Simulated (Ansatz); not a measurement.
The parent structure is LiCl in the rock salt structure (space group Fm-3m, No. 225; a = 5.112 Å). Axes: x, y, z lie along the cube axes.

All numbers come from r2SCAN (Ansatz, a quantum-chemistry and plane-wave program; PAW; 500 eV plane waves; without spin-orbit coupling).

Before the change:

* **Gap character**: direct at Γ

It is then changed as follows: uniaxial stress, 2 GPa tension along x, with the cell and atoms free to relax against it.

Q: What does the calculation give for the strain response, gap character and hole mass after the change?

A: The strain response (xx, yy, zz) is (+5.65, −1.28, −1.28) %; the gap character stays direct at Γ; the hole mass amounts to 0.59 mₑ along x, 2.1 mₑ across (at Γ).

Effective masses come from finite differences of ±0.01 Å⁻¹. Beyond what the load breaks, stability against distortions was not tested. k-point labels follow each cell's own Brillouin zone.
